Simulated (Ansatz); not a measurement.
The parent structure is TiAl (space group P4/mmm, No. 123; a = 2.796 Å, c = 4.038 Å; relaxed with 0.1 eV smearing). Axes: x, y, z lie along a, b, c of the conventional cell.

Modification: compressive biaxial strain of 1.17 % in the plane normal to [001], as in epitaxy on a mismatched substrate; the out-of-plane cell vector and the atoms relax.

Levels (all Ansatz, a quantum-chemistry and plane-wave program, PAW, earlier PAW set): PBEsol (420 eV, no SOC); r2SCAN (500 eV, scalar-relativistic without spin-orbit coupling).

The geometry is relaxed with PBEsol.

PBEsol pressure: 1.4 GPa

### Question
What does r2SCAN give at this geometry for the pressure?

### Answer
The pressure goes up by 2.33 GPa to 3.8 GPa.

Single points use the geometry relaxed with PBEsol. Their cutoffs differ, which shifts pressures a little. No phonon test of stability was made. All final runs are without spin polarisation.
